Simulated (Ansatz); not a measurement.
A periodic model of amorphous Si24O24C12N12:

```xyz
72
Lattice="10.2704 -0.1828 0.2847 -0.1828 10.0008 0.2677 0.2847 0.2677 9.4013" Properties=species:S:1:pos:R:3 pbc="T T T"
Si     7.6877     7.5695     2.0531
Si     6.7098     4.9110     6.4097
Si     8.1652     7.4262     5.0355
Si     2.4459     2.2737     3.1478
Si     4.1816     1.7692     6.7970
Si     6.8120     8.3021     8.8802
Si     9.1429     1.6872     0.8064
Si     2.3840     7.2516     6.0834
Si     5.1363     5.8930     1.5910
Si    10.0182     3.2320     3.0344
Si     4.0555     4.3383     4.5521
Si     5.6458     7.8203     6.0932
Si     6.5210     1.6596     8.8137
Si     9.1185     1.8635     5.7865
Si     8.4418     2.9611     8.3936
Si     5.2394     1.3361     2.1386
Si     0.4806     6.2387     3.8754
Si     4.6072     8.6291     3.3883
Si     7.8715     4.6903     1.4408
Si     0.7133     8.1136     7.7644
Si     6.1457     3.6630     3.7251
Si     1.6444     0.6892     5.8436
Si     1.3521     8.8778     3.2401
Si     6.3640     0.7245     4.7774
O      2.6408     1.2606     7.0120
O      8.5847     6.1259     1.9333
O      5.8678     2.0865     0.8584
O      9.2938     6.2768     4.8682
O      5.0382     1.5047     8.1382
O      6.6447     6.4539     5.7212
O      7.6970     1.0548     5.6958
O      2.7674     3.7733     3.6996
O      7.1336     4.0359     5.0434
O     10.3575     0.9660     6.3647
O      4.9589     0.8752     5.6532
O      5.5851     8.1693     7.7056
O      2.2014     1.2890     4.4236
O      1.9383     6.9722     7.6658
O      2.9738     8.8911     3.5463
O      1.6190     6.1937     5.0672
O      5.0186     9.6970     2.1980
O      0.9144     7.3599     2.7618
O      9.4686     2.5010     4.3679
O      0.3948     4.8380     3.0998
O      9.4707     7.2365     8.1116
O      0.5588     8.9027     4.7496
O      3.6686     1.7619     2.2434
O      8.9953     3.0910     6.8586
C     -0.0769     9.1106     0.7830
C      4.3159     3.5899     6.2677
C      7.1974    10.0645     9.3965
C      8.3116     7.8567     7.7443
C      7.2914     8.2111     3.7326
C      0.5353     9.9407     1.8970
C      4.2464     6.2546     4.4272
C      6.0729     8.9056     4.5473
C      1.3421     8.8482     6.0233
C      0.4365     1.2802     1.4936
C      7.9374     4.6855     8.9240
C      8.2437    -0.0657     0.4828
N      0.9448     9.0278     9.2055
N      8.0875     8.2147     6.5416
N      6.3184     7.1864     0.9870
N      4.6729     6.7996     3.2988
N      1.0072     2.3410     2.2048
N      8.8481     3.2353     1.7893
N      6.1955     1.8904     3.4837
N      6.3748     4.6439     2.3198
N      8.7480     8.7581     1.1337
N      5.2816     4.1616     6.9146
N      7.3743     5.3439     7.9823
N      4.0642     7.0650     5.6203
```

All values below come from PBE, scalar-relativistic without spin-orbit coupling (plane waves to 420 eV, PAW; Ansatz, a quantum-chemistry and plane-wave program).

It comes from a melt-quench run on a machine-learned potential (CHGNet), relaxed afterwards by DFT. O and N atoms were pushed apart under 1.9 Å during the dynamics, to hinder bonds among them. The hot cell started wider than the set density and was brought back towards it in steps. It is the lowest in DFT energy of 2 quenches. It is a model cell: composition and starting density were chosen by hand, and all elements were melted together. No dispersion term was used. Its density started from a set value of 2.35 and ended at 2.36 g/cm³. The simulated quench (nominally 470 K/ps over its main leg) is rapid and tends to freeze in more defects than a deposited or slowly cooled glass has. Values belong to this one cell and scatter from quench to quench. Volume and shape were free in the relaxation. On a 2×2×2 Γ-centred mesh force components of up to 0.16 eV/Å stay, since the relaxation ran on the zone centre alone.

Bonds are counted up to Si-Si 2.60 Å, Si-O 2.08 Å, Si-C 2.19 Å, Si-N 2.16 Å, O-O 1.58 Å, O-C 1.70 Å, O-N 1.64 Å, C-C 1.78 Å, C-N 1.68 Å, N-N 1.70 Å. Two cations that share two anions don't count as bonded, nor two that share one unless they lie closer than Si-Si 2.38 Å, Si-C 2.00 Å, C-C 1.63 Å.

**Question.** Give the coordination numbers, mean bond lengths and angles.

**Answer.** 
```
Quantity                                               Result
-----------------------  ------------------------------------
Mean coordination of Si            3.96 (1 with 3, 23 with 4)
Mean coordination of O             2.04 (23 with 2, 1 with 3)
Mean coordination of C             3.17 (10 with 3, 2 with 4)
Mean coordination of N              2.67 (4 with 2, 8 with 3)
Mean Si-O bond           1.654 Å (spread 0.050 Å, 47 counted)
Mean Si-N bond           1.780 Å (spread 0.071 Å, 23 counted)
Mean Si-C bond           1.899 Å (spread 0.055 Å, 19 counted)
Mean C-N bond             1.353 Å (spread 0.074 Å, 9 counted)
Bond angle at Si                    mean 109.0°, spread 10.3°
Bond angle at O                     mean 134.0°, spread 17.3°
Bond angle at C                     mean 116.7°, spread 11.7°
Bond angle at N                      mean 121.3°, spread 9.7°
```

**Question.** Which atoms depart from the most common coordination of their element?

**Answer.** Si9 has 3 (N63 1.85 Å, N68 1.90 Å, N64 1.99 Å); O30 has 3 (Si2 1.69 Å, Si12 1.73 Å, Si3 1.93 Å); C56 has 4 (C53 1.62 Å, Si18 1.89 Å, Si24 1.89 Å, Si12 1.94 Å); C57 has 4 (O46 1.50 Å, Si22 1.85 Å, Si8 1.91 Å, Si20 1.99 Å); N61 has 2 (C49 1.27 Å, Si20 1.72 Å); N62 has 2 (C52 1.27 Å, Si3 1.70 Å); N70 has 2 (C50 1.30 Å, Si2 1.69 Å); N71 has 2 (C59 1.28 Å, Si2 1.76 Å).
